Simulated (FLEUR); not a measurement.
Band structure of Sn (I4_1/amd, 2 atoms in the cell).

```yaml
crystal:
  lattice:
    - [-2.91500, 2.91500, 1.59000]
    - [2.91500, -2.91500, 1.59000]
    - [2.91500, 2.91500, -1.59000]
  atoms:
    - { symbol: Sn, position: [0.25000, 0.75000, 0.50000] }
    - { symbol: Sn, position: [0.00000, 0.00000, 0.00000] }
```

Method: FLEUR with PBE, all-electron FLAPW (FLEUR), scalar-relativistic valence.

Settings: Kmax = 3.8 1/bohr; GmaxXC = 15.2 1/bohr; xcFunctional = pbe; jspins = 1; l_soc = F; mode = hist; fermiSmearingEnergy = 0.00367493 Htr; mesh (inpgen div1-3) = 8 8 8; inpgen gamma flag = true; Gmax = 15.2 1/bohr; numbands = 0; maxIterBroyd = 99; imix = Anderson; alpha = 0.05.

The starting cell has typed, rounded lattice constants, without a prior relaxation at this level. Values depend on the basis (sphere radii, cutoffs, local orbitals), which need not be converged.

Levels in eV from the Fermi level, bands 11 to 18:
```csv
point,11,12,13,14,15,16,17,18
Γ,-11.15,-3.58,-1.97,-1.97,2.99,6.28,6.28,6.88
X,-8.89,-8.89,0.62,0.62,1.63,1.63,6.04,6.04
M,-7.53,-7.53,-4.81,-4.81,5.05,5.05,9.49,9.49
Z,-6.48,-5.56,-3.04,-2.93,-2.93,3.16,5.60,5.60
P,-5.96,-5.96,-3.53,-3.53,3.62,3.62,4.01,4.01
N,-6.92,-5.40,-2.29,-1.68,-1.14,2.26,2.89,4.74
Z1,-6.48,-5.56,-3.04,-2.93,-2.93,3.16,5.60,5.60
```
